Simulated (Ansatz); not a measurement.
## (Au,Pd): Au₇Pd

A 16-atom cell of (Au,Pd) started in the face-centred cubic structure, site fractions Au 0.875, Pd 0.125, short-range order -0.05 among the nearest mixed sites of the first mixed sublattice (0 is random, a negative value favours unlike neighbours), space group Fmmm at the end, an ordered arrangement that its symmetry holds.

The mixing enthalpy is taken against the end members in the face-centred cubic type, relaxed in the same cell and mesh.

These are PBE (plane waves to 420 eV, PAW; Ansatz, a program for electronic structure) values and carry that method's errors. Spin–orbit coupling is left out. Its k-point mesh 6×6×6, Fermi–Dirac width 0.05 eV.

```
Item                                                                                                   Result
----------------------------------------------------------  -------------------------------------------------
volume per atom                                                                                      17.60 Å³
Au–Au bonds (within 1.22 times the sum of covalent radii)        2.926 Å on average, from 2.891 to 2.980 (73)
Au–Pd bonds (within 1.22 times the sum of covalent radii)        2.900 Å on average, from 2.881 to 2.924 (22)
Pd–Pd bonds (within 1.22 times the sum of covalent radii)         2.953 Å on average, from 2.953 to 2.953 (1)
mixing enthalpy per site of the mixed sublattice                                                      -41 meV
departure of the mean lattice parameter from Vegard's line  under 0.15 %, inside the noise of the relaxations
```

```
CELL_PARAMETERS angstrom
      4.07884     4.15563     4.15563
      4.07884    -4.15363     4.15363
      4.07884    -4.15563    -4.15563
ATOMIC_POSITIONS crystal
  Au 0.00063 0.75000 0.74937
  Au 0.25124 0.99752 0.75124
  Au 0.99876 0.50248 0.49876
  Au 0.49896 0.25221 0.74883
  Pd 0.24937 0.75000 0.50063
  Au 0.74408 0.50356 0.74408
  Au 0.00117 0.24779 0.25104
  Au 0.49764 0.99644 0.49764
  Au 0.25236 0.50356 0.25236
  Au 0.74883 0.25221 0.49896
  Pd 0.50063 0.75000 0.24937
  Au 0.00592 0.99644 0.00592
  Au 0.25104 0.24779 0.00117
  Au 0.75124 0.99752 0.25124
  Au 0.49876 0.50248 0.99876
  Au 0.74937 0.75000 0.00063
```
